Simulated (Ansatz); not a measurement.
# Response to strain in Mg

Base system: Mg in the hcp (Mg type) structure (space group P6_3/mmc, No. 194; a = 3.175 Å, c = 5.163 Å; relaxed with 0.1 eV smearing). Axes: x lies along a and z along c of the hexagonal cell.

Strains are applied to the cell and any free atomic positions relax.

Level of theory: PBEsol (Ansatz, a quantum-chemistry and plane-wave program; PAW; 420 eV plane waves; no SOC).

Notes on the quantities. pressure: mean of the normal stresses, compression positive; energy relative to the base: free energy F.

```csv
variant,pressure,energy relative to the base,volume per atom
base,0.0 GPa,0 meV/atom,22.54 Å³
uniaxial strain ε_zz = −3.00 %,1.2 GPa,+4.7 meV/atom,21.86 Å³
uniaxial strain ε_zz = −2.50 %,1.0 GPa,+3.2 meV/atom,21.97 Å³
uniaxial strain ε_zz = −2.00 %,0.8 GPa,+2.0 meV/atom,22.09 Å³
uniaxial strain ε_zz = −1.00 %,0.4 GPa,…,22.31 Å³
uniaxial strain ε_zz = −0.50 %,0.2 GPa,+0.1 meV/atom,22.42 Å³
uniaxial strain ε_zz = +0.50 %,…,+0.1 meV/atom,22.65 Å³
uniaxial strain ε_zz = +2.00 %,-0.7 GPa,…,22.99 Å³
uniaxial strain ε_zz = +2.50 %,-0.8 GPa,+2.9 meV/atom,23.10 Å³
uniaxial strain ε_zz = +3.00 %,-1.0 GPa,+4.2 meV/atom,23.21 Å³
```

Problem. Fill in the withheld entries from the trend.

Solution. 
- uniaxial strain ε_zz = −1.00 %, energy relative to the base: +0.5 meV/atom
- uniaxial strain ε_zz = +0.50 %, pressure: -0.2 GPa
- uniaxial strain ε_zz = +2.00 %, energy relative to the base: +1.9 meV/atom

Stability against distortions was not tested.
